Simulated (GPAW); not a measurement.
Worked example: self-consistent single point of Nb6OsAu (Pm-3, 8 atoms in the cell) in GPAW.

Method of the run: PBEsol, GPAW PAW datasets PBEsol (made by gpaw-setup) (plane waves; GPAW).

```
CELL_PARAMETERS angstrom
      5.17811     0.00000     0.00000
      0.00000     5.17811     0.00000
      0.00000     0.00000     5.17811
ATOMIC_POSITIONS crystal
  Nb 0.00000 0.50000 0.75499
  Nb 0.00000 0.50000 0.24501
  Nb 0.75499 0.00000 0.50000
  Nb 0.24501 0.00000 0.50000
  Nb 0.50000 0.75499 0.00000
  Nb 0.50000 0.24501 0.00000
  Os 0.00000 0.00000 0.00000
  Au 0.50000 0.50000 0.50000
```

Reference input (self-consistent single point, DFT LDA (Perdew-Wang 92), plane waves, GPAW PAW datasets LDA (gpaw-data 1.0.1)): mode = pw; ecut = 550 eV; xc = LDA; kpts = 5 5 5; mesh shift (steps) = 0 0 0; occupations.name = methfessel-paxton; occupations.width = 0.1 eV; occupations.order = 0; nbands = -14; symmetry.symmorphic = false; symmetry.tolerance = 0.0005; maxiter = 120. This run's input differs from it in these lines:

```diff
@@ -19,3 +19,3 @@
 calc = GPAW(mode={'name': 'pw', 'ecut': 550},
-            xc='LDA',
+            xc='PBEsol',
             kpts=(5, 5, 5),
```

Its files differ too (potentials: GPAW PAW datasets PBEsol (made by gpaw-setup)).

Output (repeated stretches shortened):

```
     iter     time        total  log10-change:
                         energy   eigst   dens
iter:   1 --:--:--   -91.617102
iter:   2 --:--:--   -89.344531   -0.97  -1.10
iter:   3 --:--:--   -86.365294   -0.85  -1.14
iter:   4 --:--:--   -84.608877   -1.24  -1.26
iter:   5 --:--:--   -84.335492   -1.10  -1.48
iter:   6 --:--:--   -84.354261   -1.46  -1.96
iter:   7 --:--:--   -84.397939   -1.53  -2.04
iter:   8 --:--:--   -84.125704   -2.39  -2.18
iter:   9 --:--:--   -84.067328   -2.12  -2.30
iter:  10 --:--:--   -84.068549   -3.49  -2.59
iter:  11 --:--:--   -84.068586c  -4.36  -2.84
iter:  12 --:--:--   -84.068971c  -3.97  -2.85
   [... lines left out ...]
iter:  23 --:--:--   -84.067736c  -6.21  -3.81
iter:  24 --:--:--   -84.067565c  -5.63  -3.80
iter:  25 --:--:--   -84.067584c  -7.20  -3.84
iter:  26 --:--:--   -84.067568c  -6.56  -3.83
iter:  27 --:--:--   -84.067562c  -4.71  -3.82
   [... 4 lines left out ...]
iter:  32 --:--:--   -84.067520c  -5.59  -3.72
iter:  33 --:--:--   -84.067512c  -6.16  -3.82
iter:  34 --:--:--   -84.067515c  -7.21  -3.81
iter:  35 --:--:--   -84.067533c  -5.85  -3.83
iter:  36 --:--:--   -84.067519c  -5.91  -4.05c
iter:  37 --:--:--   -84.067514c  -6.27  -4.12c
iter:  38 --:--:--   -84.067516c  -6.86  -4.50c
iter:  39 --:--:--   -84.067514c  -7.54c -4.53c
Converged after 39 iterations.

Dipole moment: (-0.000000, 0.000000, -0.000000) |e|*Ang

Energy contributions relative to reference atoms: (reference = -1608337.053986)

Kinetic:        -41.149103
Potential:       +6.383986
External:        +0.000000
XC:             -49.003561
Entropy (-ST):   -0.030595
Local:           -0.283538
SIC:             +0.000000
--------------------------
Free energy:    -84.082811
Extrapolated:   -84.067514

Showing only first 2 kpts
 Kpt  Band  Eigenvalues  Occupancy
  0    49     10.85781    2.00000
  0    50     10.85781    2.00000
  0    51     10.85781    2.00000
  0    52     12.34519    0.00000

  1    49     10.77490    2.00000
  1    50     10.83640    2.00000
  1    51     11.28343    2.00000
  1    52     12.10941    0.00000

Fermi level: 11.75687

No gap
   [... lines left out ...]
  2 Nb    0.06343    0.00000    0.00000
  3 Nb   -0.06343    0.00000    0.00000
  4 Nb    0.00000    0.06343    0.00000
  5 Nb    0.00000   -0.06343    0.00000
  6 Os   -0.00000   -0.00000    0.00000
  7 Au    0.00000    0.00000    0.00000

Stress tensor:
     0.031761     0.000000     0.000000
     0.000000     0.031761     0.000000
     0.000000     0.000000     0.031761
Stress (GPa, Voigt): [5.0887 5.0887 5.0887 0.     0.     0.    ]
```

The run converged in 39 iterations. GPAW prints stress with tension positive. Against the reference run the pressure goes from -9.51 to -5.09 GPa and the largest force goes from 0.112 to 0.063 eV/Å.

The starting cell comes from a database of computed structures (which also holds hypothetical and non-ambient phases and stackings), without a prior relaxation at this level. Its lattice was rescaled by a random factor within 2.5 % of one. Spin polarisation is off. With a pressure of about -5 GPa the cell is away from its equilibrium volume at this level.

Cost on one core of a shared machine: roughly 3 min.
